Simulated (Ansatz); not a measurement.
# Si, response to strain

The reference is Si in the diamond structure (space group Fd-3m, No. 227; a = 5.434 Å). Axes: x, y, z lie along the cube axes.

Strains are applied to the cell and any free atomic positions relax; under biaxial strain the out-of-plane vector relaxes too.

Computed with PBEsol (Ansatz, an electronic-structure program; PAW; 420 eV plane waves; spin-orbit coupling left out).

Candidates:
(a) biaxial strain −0.83 %, plane normal [111], relaxed out of plane
(b) biaxial strain −1.67 %, plane normal [111], relaxed out of plane
(c) biaxial strain +1.67 %, plane normal [111], relaxed out of plane
(d) biaxial strain +0.83 %, plane normal [111], relaxed out of plane
(e) biaxial strain −1.25 %, plane normal [111], relaxed out of plane

Q: Order them by out-of-plane strain, highest first.

A: (b) biaxial strain −1.67 %, plane normal [111], relaxed out of plane (+0.81 %), (e) biaxial strain −1.25 %, plane normal [111], relaxed out of plane (+0.60 %), (a) biaxial strain −0.83 %, plane normal [111], relaxed out of plane (+0.39 %), (d) biaxial strain +0.83 %, plane normal [111], relaxed out of plane (-0.38 %), (c) biaxial strain +1.67 %, plane normal [111], relaxed out of plane (-0.75 %)

Stability against distortions was not tested.
